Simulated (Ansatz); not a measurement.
Take Au in the fcc (Cu type) structure (space group Fm-3m, No. 225; a = 4.0830 Å; relaxed with 0.1 eV smearing) as the base. Axes: x, y, z lie along the cube axes.

All numbers come from PBEsol (Ansatz, a program for electronic structure; PAW; 420 eV plane waves; no spin-orbit coupling).

Before the change:

The pressure comes out as 0.0 GPa.

It is then changed as follows: compressive biaxial strain of 2.50 % in the plane normal to [111], as in epitaxy on a mismatched substrate; the out-of-plane cell vector and the atoms relax.

Problem. Estimate the effect on the energy relative to the base.

Solution. The energy increases by 14 meV/atom.

Problem. Estimate the effect on the ratio −ε⊥/ε∥.

Solution. The ratio −ε⊥/ε∥ is 1.43.

Problem. Estimate the effect on the pressure.

Solution. The pressure (mean of the normal stresses, compression positive) goes from zero to 3.6 GPa.

Whether these cells are dynamically stable was not tested.
